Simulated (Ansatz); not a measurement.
RuAl₃ (model structure, started from the A15 type, Pm-3n, No. 223, 8 atoms in the cell) was calculated with PBE in Ansatz (plane waves, PAW).

Numerical settings: plane-wave cutoff 520 eV, 12×12×12 k mesh, Fermi–Dirac smearing 0.05 eV, no spin polarisation, scalar-relativistic PAW data made under PBE.

Cell (relaxed at this level):

Al3Ru has the cubic space group Pm-3n (No. 223), the A15 (Cr3Si type) structure, Pearson symbol cP8. Cell: a = b = c = 4.904 Å, α = β = γ = 90.00°. Al on 6c is surrounded by 2 Al at 2.452 Å and 8 Al at 3.003 Å and 4 Ru at 2.741 Å. Ru on 2a is surrounded by 12 Al at 2.741 Å. (Neighbours: up to the widest gap in distance over summed covalent radii, below 1.35, at either atom.)

Q: Estimate the bulk modulus that the calculation returns.

A: 
- bulk modulus = 143 GPa

Note: the run has no spin polarisation, so it can have missed a magnetic state; the bulk modulus is −V dP/dV from two relaxed cells at ±2 % in volume; the relaxation could raise the start's symmetry but not lower it, so the cell can be a saddle point.

A model structure was made by putting elements into a prototype or built by hand; it is no filed structure, need not be a known phase, and can be a saddle point held by its symmetry.

Ansatz is a quantum-chemistry and plane-wave program.
